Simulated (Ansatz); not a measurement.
Base system: GaAs in the zinc blende structure (space group F-43m, No. 216; a = 5.666 Å).

Now apply this change: hydrostatic tension (pressure −1 GPa).

Levels (all Ansatz, an electronic-structure program, PAW, earlier PAW set): r2SCAN (500 eV, without spin-orbit coupling); HSE06+SOC (420 eV, noncollinear with spin-orbit coupling).

The geometry is relaxed with r2SCAN.

| Item | Result |
|---|---|
| r2SCAN valence-band top at Γ | 0.00, 0.00, 0.00 eV |
| r2SCAN band gap | 0.86 eV |

Task: How does going to HSE06+SOC change the valence-band top at Γ and band gap?

Result: The valence-band top at Γ (three highest Kramers pairs, from the VBM) becomes 0.00, 0.00, -0.36 eV (r2SCAN: 0.00, 0.00, 0.00 eV); the band gap goes up by 0.27 eV, from 0.86 eV to 1.13 eV. The threefold valence maximum splits by Δso ≈ 0.36 eV.

Single points use the geometry relaxed with r2SCAN. Their cutoffs differ, which shifts pressures a little. Differences between runs with and without spin-orbit coupling are approximate. Load acts through the strain it causes; cell and atoms are relaxed under it. Whether these cells are dynamically stable was not tested.
